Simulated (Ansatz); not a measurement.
**WC: isotropic strain +2.00 %**

The parent structure is WC (space group P-6m2, No. 187; a = 2.922 Å, c = 2.846 Å; relaxed with 0.1 eV smearing).

Modification: every lattice vector is stretched by 2.00 %; the atoms relax in the strained cell.

Level of theory: PBE/PAW in Ansatz (a program for electronic structure), no SOC. Γ-centred 23×23×20 mesh, Fermi–Dirac width 0.1 eV.

| quantity | base | changed | shift |
|---|---|---|---|
| volume per atom | 10.53 Å³ | 11.17 Å³ | +0.64 Å³ |
| space group | P-6m2 (No. 187) | P-6m2 (No. 187) | – |
| shortest interatomic distance | 2.207 Å | 2.251 Å | +0.044 Å |
| energy relative to the base (free energy F) | 0 meV/atom | +43 meV/atom | +43 meV/atom |
| pressure (mean of the normal stresses, compression positive) | 0.0 GPa | -20.2 GPa | -20.2 GPa |
| band gap | zero | zero | – |

Cost of the whole job for the changed cell (relaxation, final SCF and bands): around 28 core-seconds (rough).

No phonon test of stability was made. The final runs are not spin-polarised.
